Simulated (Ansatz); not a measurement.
Input:

```yaml
crystal:
  lattice:
    - [7.66367, 0.00000, 0.00000]
    - [-3.83183, 6.63693, 0.00000]
    - [0.00000, 0.00000, 2.92644]
  atoms:
    - { symbol: Si, position: [0.23109, 0.82499, 0.75000] }
    - { symbol: Si, position: [0.76891, 0.17501, 0.25000] }
    - { symbol: Si, position: [0.40610, 0.23109, 0.25000] }
    - { symbol: Si, position: [0.59390, 0.76891, 0.75000] }
    - { symbol: Si, position: [0.17501, 0.40610, 0.75000] }
    - { symbol: Si, position: [0.82499, 0.59390, 0.25000] }
    - { symbol: N, position: [0.33333, 0.66667, 0.75000] }
    - { symbol: N, position: [0.66667, 0.33333, 0.25000] }
    - { symbol: N, position: [0.96917, 0.67000, 0.75000] }
    - { symbol: N, position: [0.03083, 0.33000, 0.25000] }
    - { symbol: N, position: [0.29917, 0.96917, 0.25000] }
    - { symbol: N, position: [0.70083, 0.03083, 0.75000] }
    - { symbol: N, position: [0.33000, 0.29917, 0.75000] }
    - { symbol: N, position: [0.67000, 0.70083, 0.25000] }
```

All values below come from PBE, rigid bands (plane waves, PAW, scalar-relativistic; Ansatz, a first-principles code). Condition of this run: functional PBE, cell relaxed with it. How the cell was made: cell and atoms relaxed with PBE.

### Question
Predict the electron conductivity mass (n e² τ/σ) at 300 K, by direction if it differs.

### Answer
1.54 (x), 1.54 (y), 0.22 (z) mₑ.

### Question
What conductivity effective mass do dilute holes have at 300 K?

### Answer
0.94 (x), 0.94 (y), 1.96 (z) mₑ.

### Question
And the band gap?

### Answer
4.25 eV at this level; semilocal functionals usually fall short of the measured gap.

Rigid bands, one relaxation time for all states, no polarons. Spin-orbit coupling is left out; where it splits the top of the valence band it changes the hole mass and lowers the gap by about a third of the splitting.
